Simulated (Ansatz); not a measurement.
# Ag on the 1x1 (101) surface of tetragonal HfO2 (a metastable polymorph) (cut with top plane O), one in a 2x1 cell, started at the site 'top O #2'

Host crystal: tetragonal HfO2, with a band gap (PBE, scalar-relativistic without spin-orbit coupling).

All values below come from PBE (plane waves to 420 eV, PAW; Ansatz, a first-principles code).

Slab: 37 atoms, 7.6 Å thick at the start under the adsorbate (thin: gaps and levels are the slab's own); k 3x3x1, smearing 0.01 eV, dipole-corrected; 16 atoms held, the rest relaxed; symmetry of the start imposed; spin-polarised, ending with about 1.0 μB a cell; orders that need a larger cell were not tried, no spin-orbit, no U, no dispersion correction. At the end it is bonded to Hf + O. In PBE this state lies 0.11 eV over the lowest of the starts that converged ('bridge O-O (span 4.0 Å)').

```
Item                                                                                                                                              Value
--------------------------------------------------------------------------------------  ---------------------------------------------------------------
adsorption energy against an atom of fcc Ag                                                                                                     2.12 eV
change of the step from the bottom to the top vacuum level, against the clean slab                                                             -0.17 eV
energy released by relaxation                                                                                                                   0.40 eV
height of the binding atom over the mean of the host atoms within 0.3 Å of the top one                                                          1.875 Å
magnetic moment of the cell                                                                                                                     1.00 μB
nearest host atoms of the binding atom                                                                           O at 2.39 Å, Hf at 2.96 Å, O at 3.48 Å
largest move of a host atom                                                                                                                      0.24 Å
note                                                                                    in the relaxation the adsorbate left its starting site by 1.3 Å
```

A negative adsorption energy means that the adsorbate is more stable on the surface than in its reference.
